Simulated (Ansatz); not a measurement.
## CdO, pressure series

Start from CdO in the rock salt structure (space group Fm-3m, No. 225; a = 4.768 Å).

Cell and atoms are relaxed at each pressure.

The values are results of PBE (Ansatz, a program for electronic structure, PAW, no SOC), earlier PAW set, not measurements.

```csv
pressure (GPa),volume per atom (Å³/atom)
-2,13.778
-1,13.660
0,13.552
3,13.249
7,12.898
15,12.323
30,11.525
50,?
100,9.576
```

Task: Fit the third-order Birch–Murnaghan form P(V) = (3B₀/2)[(V₀/V)^(7/3) − (V₀/V)^(5/3)]·[1 + (3/4)(B₀′ − 4)((V₀/V)^(2/3) − 1)] (squares taken in P) to the rows shown and predict the withheld row.

Result: Least squares on the printed values gives V₀ = 13.551 Å³/atom, B₀ = 126 GPa, B₀′ = 4.7; this predicts 10.769 Å³/atom, and the run gives 10.770 Å³/atom, in agreement.

Measured bulk modulus of CdO: 147 GPa (temperature not stated; as listed in Priya Gopal et al., Physical Review B (2015)); the computed value is for a static lattice, so the two differ by thermal effects too.

The mesh was chosen for an insulator and is coarse for the gapless case. Load acts through the strain it causes; cell and atoms are relaxed under it. No phonon test of stability was made. No other phases were tried under pressure. All final runs are without spin polarisation.
